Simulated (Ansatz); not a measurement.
## Cubic perovskite RbCdF3

These are HSE06 (Ansatz, a first-principles code, plane waves, PAW) values and carry that method's errors.

Numerical settings: plane-wave cutoff 460 eV, 6×6×6 k mesh, Fermi–Dirac smearing 0.01 eV, scalar-relativistic PAW data made under PBE.

Cell: relaxed at this level.

For cubic perovskite RbCdF3, the equilibrium volume per atom is 17.57 Å³/atom and the bulk modulus is 59.8 GPa. The band gap is 5.21 eV (on the SCF k mesh) and the smallest direct gap on the k points sampled comes out as 6.86 eV. The equilibrium lattice constant a is 4.445 Å. The pressure derivative B′ of the bulk modulus is 4.9.

Note: the relaxation could not lower the start's symmetry, so the cell can be a saddle point above a distorted one.

Spin–orbit coupling is not included.

Static lattice: no zero-point or thermal effects.
